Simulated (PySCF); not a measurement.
PySCF 2.14.0, WB97X/def2-svp, df: Nb(NMe)(F)2(NMe2) (C[N]=[Nb]([F])([F])[N](C)C), 17 atoms. The geometry is a generated start, not checked to be a minimum at this level.

```json
{
  "task": "energy and gradient",
  "method": "wb97x",
  "basis": "def2-svp",
  "two_electron_scheme": "density fitting",
  "mol.max_memory": "7000 MB",
  "mf.init_guess": "minao (default)",
  "mf.DIIS": "CDIIS (default)",
  "mf.diis_space": "8 (default)",
  "mf.conv_tol": "1e-09 (default)",
  "effective_core_potentials": "those of the basis set, past Kr",
  "basis functions (reference run)": "174",
  "grid points (reference run)": "1398016"
}
```

```xyz
17

Nb     0.1233     1.4296    -0.1764
N      0.4694     0.5874    -1.6930
C      0.7577     0.0220    -2.9543
H      1.8103    -0.2798    -3.0146
H      0.1248    -0.8540    -3.1315
H      0.5543     0.7564    -3.7438
F      1.7004     2.2187     0.5194
F     -1.5094     2.3801    -0.2977
N     -0.2541    -0.0998     0.9863
C     -0.6124     0.2150     2.3632
C     -0.2589    -1.5382     0.7815
H     -1.5605    -0.2674     2.6347
H      0.1634    -0.1430     3.0545
H     -0.7239     1.2978     2.4948
H      0.3799    -2.0373     1.5192
H     -1.2785    -1.9309     0.8803
H      0.1141    -1.7565    -0.2225
```

Differences are taken against the run with mf.grids.level = 8, mf.grids.prune = nwchem_prune (default); no run here is proven converged. Single runs; times are not shown.

Settings tried, all else as in the reference:
- mf.grids.level = 3 (default), mf.grids.atom_grid = 75×302
- mf.grids.level = 3 (default), no pruning
- mf.grids.level = 3 (default)
- mf.grids.level = 5
- mf.grids.level = 6
- mf.grids.level = 3 (default), mf.grids.atom_grid = 50×194
- mf.grids.level = 1
- mf.grids.level = 0
- mf.grids.level = 3 (default), mf.grids.atom_grid = 99×590
- mf.grids.level = 2
- mf.grids.level = 3 (default), mf.grids.prune = treutler_prune
- mf.grids.level = 3 (default), mf.grids.atom_grid = 35×110
- mf.grids.level = 4

Problem. Which settings reproduce the reference to 1.0 meV/atom in energy, 10 meV/Å in forces (largest component)?

Solution. Within it: mf.grids.level = 6; mf.grids.level = 5. Outside: mf.grids.level = 3 (default), mf.grids.atom_grid = 99×590; mf.grids.level = 4; mf.grids.level = 3 (default); mf.grids.level = 3 (default), mf.grids.prune = treutler_prune; mf.grids.level = 3 (default), no pruning; mf.grids.level = 3 (default), mf.grids.atom_grid = 75×302; mf.grids.level = 2; mf.grids.level = 3 (default), mf.grids.atom_grid = 50×194; mf.grids.level = 1; mf.grids.level = 3 (default), mf.grids.atom_grid = 35×110; mf.grids.level = 0.

```json
[
 {"setting": "the reference", "grid points": "1398016", "energy against the reference": "—", "difference in forces (largest component)": "—"},
 {"setting": "mf.grids.level = 6", "grid points": "822200", "energy against the reference": "+0.016 meV/atom", "difference in forces (largest component)": "1.6 meV/Å"},
 {"setting": "mf.grids.level = 5", "grid points": "560648", "energy against the reference": "−0.029 meV/atom", "difference in forces (largest component)": "5.2 meV/Å"},
 {"setting": "mf.grids.level = 3 (default), mf.grids.atom_grid = 99×590", "grid points": "547512", "energy against the reference": "+0.014 meV/atom", "difference in forces (largest component)": "30 meV/Å"},
 {"setting": "mf.grids.level = 4", "grid points": "372976", "energy against the reference": "+0.10 meV/atom", "difference in forces (largest component)": "31 meV/Å"},
 {"setting": "mf.grids.level = 3 (default)", "grid points": "209392", "energy against the reference": "−0.43 meV/atom", "difference in forces (largest component)": "91 meV/Å"},
 {"setting": "mf.grids.level = 3 (default), mf.grids.prune = treutler_prune", "grid points": "183064", "energy against the reference": "−0.48 meV/atom", "difference in forces (largest component)": "92 meV/Å"},
 {"setting": "mf.grids.level = 3 (default), no pruning", "grid points": "335680", "energy against the reference": "−0.44 meV/atom", "difference in forces (largest component)": "92 meV/Å"},
 {"setting": "mf.grids.level = 3 (default), mf.grids.atom_grid = 75×302", "grid points": "245664", "energy against the reference": "+0.87 meV/atom", "difference in forces (largest component)": "170 meV/Å"},
 {"setting": "mf.grids.level = 2", "grid points": "141568", "energy against the reference": "+1.7 meV/atom", "difference in forces (largest component)": "260 meV/Å"},
 {"setting": "mf.grids.level = 3 (default), mf.grids.atom_grid = 50×194", "grid points": "111912", "energy against the reference": "+8.7 meV/atom", "difference in forces (largest component)": "440 meV/Å"},
 {"setting": "mf.grids.level = 1", "grid points": "66800", "energy against the reference": "−5.3 meV/atom", "difference in forces (largest component)": "480 meV/Å"},
 {"setting": "mf.grids.level = 3 (default), mf.grids.atom_grid = 35×110", "grid points": "48872", "energy against the reference": "+1.5 meV/atom", "difference in forces (largest component)": "580 meV/Å"},
 {"setting": "mf.grids.level = 0", "grid points": "16000", "energy against the reference": "+96 meV/atom", "difference in forces (largest component)": "530 meV/Å"}
]
```

Total energies are compared; such shifts often cancel in part in energy differences. The gradients leave out the derivatives of the grid weights. No test of the SCF solution's stability was run. The tolerance is a choice made for this comparison.
